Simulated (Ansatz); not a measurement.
System: InGaAs2 (R3m, No. 160; start mp-1223791). Method: LDA in Ansatz (PAW).

Input file:

Ansatz 0.2 input:
```yaml
crystal:
  lattice:
    - [2.0762157714, 1.1987037345, 6.8072927166]
    - [-2.0762157714, 1.1987037345, 6.8072927166]
    - [0.0, -2.3974074691, 6.8072927166]
  atoms:
    - { symbol: In, position: [0.6243209999, 0.6243209999, 0.6243209999] }
    - { symbol: Ga, position: [0.1250065147, 0.1250065147, 0.1250065147] }
    - { symbol: As, position: [0.0052818535, 0.0052818535, 0.0052818535] }
    - { symbol: As, position: [0.4953746319, 0.4953746319, 0.4953746319] }
basis:
  ecutwfc: 520
  ecutrho_ratio: 4
  xc_grid: 2
kpoints:
  mp_grid: { grid: [16, 16, 16] }
hamiltonian:
  xc: lda
  dispersion: none
  pseudopotentials: { kind: paw }
scf:
  occupations: { method: fermi_dirac, width: 0.05 }
  convergence: { dr2_threshold: 0.0000000004 }
output:
  forces: true
  stress: true
  eigenvalues: true
```

The run printed, among other lines:

```
Crystal: 4 atoms, lattice volume = 101.651 Å³
Basis set: ecut = 520 eV, 2743 PW (Γ), FFT grids on a1−a3, a2−a3, a3, exchange–correlation on 64×64×108 points (8 copies of the dense FFT grid, shifted against one another)
Bands: 34, of which v1, the nominal top of the filled ones, is band 28 counted from 1 (27 counted from 0)
Symmetry: 6 space group operations
Space group: R3m (ITA 160), of the structure as read, at distance tolerance 4.7e-5 Å
k-points: 417 of 4096 (time reversal used)
Functional: x = slater, c = lda
SCF iter   1: F=—  HF=-18712.421589 eV  |F-HF|=—  |Δ(HF+E_count)|=         —  Δρ=6.32e-3  dr2=3.34e-2
SCF iter   2: F=—  HF=-18712.411073 eV  |F-HF|=—  |Δ(HF+E_count)|=   1.05e-2  Δρ=2.99e-3  dr2=6.86e-3
  ...
SCF iter   9: F=—  HF=-18712.409473 eV  |F-HF|=—  |Δ(HF+E_count)|=  3.78e-10  Δρ=8.12e-7  dr2=6.55e-10
SCF iter  10: F=-18712.409473 eV  HF=-18712.409473 eV  |F-HF|=3.27e-11  |Δ(HF+E_count)|=  3.27e-11  Δρ=2.30e-7  dr2=5.68e-11
SCF 1 converged in 10 iterations: F = -18712.409473 eV  dr2 = 5.68e-11
SCF converged after 10 iterations
Free energy (F): -18712.409473 eV
Internal energy: -18712.409132 eV  (E = F + TS)
E sigma→0 (E₀):  -18712.409302 eV
Fermi energy:    7.710319 eV
--- Forces (eV/Å), atoms counted from 1 ---
  atom   1  In    -0.00000000    -0.00000000     0.03019040
  atom   2  Ga    -0.00000000     0.00000000    -0.02971905
  atom   3  As     0.00000000     0.00000000    -0.01813141
  atom   4  As    -0.00000000    -0.00000000     0.01766059
--- Stress (GPa, compression-positive) ---
       -1.821895       0.000000       0.000000
        0.000000      -1.821895       0.000000
        0.000000       0.000000      -1.889147
  P = ⅓ Tr σ = -1.8443 GPa (-18.443 kbar)
```

The PAW data were made under PBE.

Note: cell and atoms aren't relaxed at this level (largest force 0.03 eV/Å, pressure -1.8 GPa).

A start named mp-… is a Materials Project structure, which can be a computed phase never made.

Ansatz is a program for electronic structure.
